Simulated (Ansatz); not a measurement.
This concerns the formation energy of NbAs (I4₁md) from the elements. Reaction: As (R-3m) + Nb (bcc) → NbAs (I4₁md). The sign is products less reactants. The value is per atom of the solid.

NbAs (I4₁md), 4 atoms in the cell; this is a cell from a database of computed structures that this text hasn't matched to a measured one; spin state with PBE: run without spin, k-point mesh 10×10×10 on the run's own vectors.
```
NbAs
1.0
    0.00000    -3.43951     0.00000
    3.43951     0.00000     0.00000
   -1.71976     1.71976     5.77899
Nb As
2 2
Direct
  0.24912   0.74912   0.49825
  0.49912   0.49912   0.99825
  0.66788   0.16788   0.33575
  0.91788   0.91788   0.83575
```

As (R-3m), 2 atoms in the cell, k-point mesh 12×12×12 on the run's own vectors. Conventional cell: a = b = 3.7842 Å, c = 10.1021 Å, α = β = 90.00°, γ = 120.00°.

Nb (bcc, Im-3m), 1 atom in the cell; spin state with PBE: run without spin, k-point mesh 26×26×26 on the run's own vectors. Conventional cell: a = b = c = 3.267 Å, α = β = γ = 90.00°.

Computed with Ansatz (plane waves, PAW), its PAW set soft_1, cutoff 420 eV, 500 eV for r2SCAN. The structures are at rest with PBE+D3(BJ); other levels are single points on them. HSE06 runs on coarser k-point meshes, mended by the PBE difference between the two meshes. Some cells are metallic or hold partly filled levels, where a hybrid on a coarse mesh is less sure. Neutral cells; Fermi-Dirac smearing of at most 0.10 eV in the solids, energies taken to zero width. The lattices are those relaxed with PBE+D3(BJ), so at other levels the solids can be strained, which adds to the spread. A dispersion term (D3(BJ), or D4 for r2SCAN) was computed beside these levels and is taken off wherever the name lacks it. Nuclei at rest; no vibrational terms.

**Question.** Give the value at the level PBE.

**Answer.** -0.69 eV/atom, for As (R-3m) + Nb (bcc) → NbAs (I4₁md).

**Question.** List the value at the remaining levels and say how far they part.

**Answer.** 
```
Level       value (eV/atom)  less PBE
----------  ---------------  --------
PBE+D3(BJ)            -0.74     -0.05
r2SCAN                -0.81     -0.12
HSE06                 -0.88     -0.19
```

The levels span 0.19 eV/atom, from HSE06 (-0.88) to PBE (-0.69).

Ansatz is a quantum-chemistry and plane-wave program.
